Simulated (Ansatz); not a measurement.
The cell is made up: elements placed on another compound's structure type, so the phase may be hypothetical.

Tunnelling through a barrier is set by its complex band structure: the current falls as exp(−2κd) with the smallest κ.

Here is the system:

```
CELL_PARAMETERS angstrom
      3.67712     0.00000     0.00000
      0.00000     9.39128     0.17526
      1.83856    -2.07655     7.52012
ATOMIC_POSITIONS crystal
  Si 0.36979 0.91820 0.26043
  Si 0.63021 0.08180 0.73957
  Si 0.25973 0.79071 0.48054
  Si 0.74027 0.20929 0.51946
  Si 0.93282 0.58946 0.13436
  Si 0.06718 0.41054 0.86564
  As 0.96609 0.82699 0.06782
  As 0.03391 0.17301 0.93218
  As 0.65921 0.82063 0.68158
  As 0.34079 0.17937 0.31842
  As 0.34497 0.54193 0.31005
  As 0.65503 0.45807 0.68995
```

Space group of this cell: C2/m. The cell was relaxed by PBE-D3(BJ); by r2SCAN its mean pressure is 0.9 GPa.

Transport runs along the normal of the first two printed cell vectors.

The gap is the functional's own. No spin-orbit coupling. Mid-gap values are interpolated on the energy grid.

### Question
Compute, with r2SCAN run with Ansatz (a program for electronic structure), the band gap and the smallest decay constant κ at mid-gap.

### Answer
Gap 0.96 eV on a 8×4×8 mesh; κ = 0.122 1/Å, at (0.000, 0.500) of the in-plane reciprocal vectors. At the zone centre, at the nearest computed energy, the slowest state has κ = 0.15 1/Å.
